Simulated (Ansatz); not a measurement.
The starting structures come from a database of crystals and need not be the phases stable at ambient conditions.

Inside the gap of an insulator the Bloch states are evanescent, with a wavenumber k + iκ along the transport direction.

```
CELL_PARAMETERS angstrom
      6.27903     0.00000     0.00000
      0.00000     6.61558     0.00000
      0.00000     3.30779     1.90975
ATOMIC_POSITIONS crystal
  Mg 0.00000 0.00000 0.00000
  Br 0.75930 0.66667 0.00000
  Br 0.24070 0.33333 0.00000
```

Space group of this cell: P-3m1, CdI2 type. The cell was relaxed by PBE-D3(BJ); by r2SCAN its mean pressure is 0.6 GPa.

Transport runs along the normal of the first two printed cell vectors, the (110) plane of the conventional cell.

No gap correction and no spin-orbit coupling; mid-gap values are interpolated between computed energies.

**Question.** Compute, with r2SCAN in Ansatz (a program for electronic structure), the band gap and the smallest decay constant κ at mid-gap.

**Answer.** Gap 5.22 eV on a 6×16×16 mesh; κ = 0.305 1/Å, at the zone centre.
